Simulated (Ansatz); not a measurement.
# Pressure series in ScAl3

Take ScAl3 in the Cu3Au type structure (space group Pm-3m, No. 221; a = 4.086 Å) as the base.

Cell and atoms are relaxed at each pressure.

Level of theory: r2SCAN, PAW, 500 eV (Ansatz, a first-principles code; scalar-relativistic without spin-orbit coupling).

```
pressure (GPa)  volume per atom (Å³/atom)
--------------  -------------------------
-2                                 17.438
-1                                 17.240
0                                  17.052
3                                  16.548
7                                  15.975
15                                 15.055
30                                      ?
75                                 11.637
100                                10.876
```

**Question.** Fit the third-order Birch–Murnaghan form P(V) = (3B₀/2)[(V₀/V)^(7/3) − (V₀/V)^(5/3)]·[1 + (3/4)(B₀′ − 4)((V₀/V)^(2/3) − 1)] (squares taken in P) to the rows shown and predict the withheld row.

**Answer.** Least squares on the printed values gives V₀ = 17.051 Å³/atom, B₀ = 95.5 GPa, B₀′ = 3.8; this predicts 13.809 Å³/atom, and the run gives 13.810 Å³/atom, in agreement.

Load acts through the strain it causes; cell and atoms are relaxed under it. Stability against distortions was not tested. Competing high-pressure phases were not computed. All final runs are without spin polarisation.
